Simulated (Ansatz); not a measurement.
## Amorphous B32N30O3

It comes from a melt-quench run on a machine-learned potential (CHGNet), relaxed afterwards by DFT. O and N atoms were pushed apart under 1.9 Å during the dynamics, to hinder bonds among them. The hot cell started wider than the set density and was brought back towards it in steps. It is the lowest in DFT energy of 2 quenches. It is a model cell: composition and starting density were chosen by hand, and all elements were melted together. No dispersion term was used.

Methods: PBE, scalar-relativistic without spin-orbit coupling (Ansatz, a first-principles code); r2SCAN, scalar-relativistic without spin-orbit coupling (Ansatz); HSE06, scalar-relativistic without spin-orbit coupling (Ansatz). Geometry, pressure, stress and energy are those of the PBE run. Its sampling: a 2×2×2 Γ-centred mesh; Fermi-Dirac width 0.02 eV; no spin polarisation. Other functionals are single points at the zone centre (r2SCAN at 500 eV; exact exchange cut at the cell's faces), free to take moments where seeds were set. At PBE the levels at both edges of the gap are localised (band-tail or defect states), and the nearest spread-out levels lie 3.2 eV apart at the zone centre.

The number of atoms in the cell comes out as 65 and the density (held, not predicted) is 2.00 g/cm^3. The volume per atom comes out as 10.40 Å^3 and the pressure on a 2×2×2 Γ-centred mesh comes out as -0.29 GPa. The largest force and stress component on that mesh (the relaxation ran on one k-point at (1/4, 1/4, 1/4)) is 0.03 eV/Å and 3.6 GPa and the gap between localised states on a 2×2×2 Γ-centred mesh (PBE) is 2.48 eV. The gap between localised states at the zone centre (PBE) is 2.58 eV, the gap between localised states at the zone centre (r2SCAN) comes out as 3.03 eV and the gap between localised states at the zone centre (HSE06) comes out as 3.95 eV.

Neighbours within B-B 1.97 Å, B-N 1.84 Å, B-O 1.80 Å, N-N 1.70 Å, N-O 1.64 Å, O-O 1.58 Å count as bonded. Two cations that share two anions don't count as bonded, nor two that share one unless they lie closer than B-B 1.80 Å.

The mean coordination of B by anions comes out as 3.00 (2 with 2, 28 with 3, 2 with 4) and the mean coordination of N is 3.00 (1 with 2, 28 with 3, 1 with 4). The mean coordination of O is 2.00 (3 with 2), the mean B-N bond is 1.474 Å (spread 0.060 Å, 90 counted) and the mean B-O bond is 1.405 Å (spread 0.057 Å, 6 counted).

Its density started from a set value of 2.00 g/cm³. The quench (nominally 580 K/ps over its main leg) was far faster than any real one, so the model tends to hold more defects than a real film. A cell of this size samples the disorder only roughly. The volume was held where the preparation left it, at a PBE pressure of -0.3 GPa (tension). Stress components on the final sampling reach 3.6 GPa.
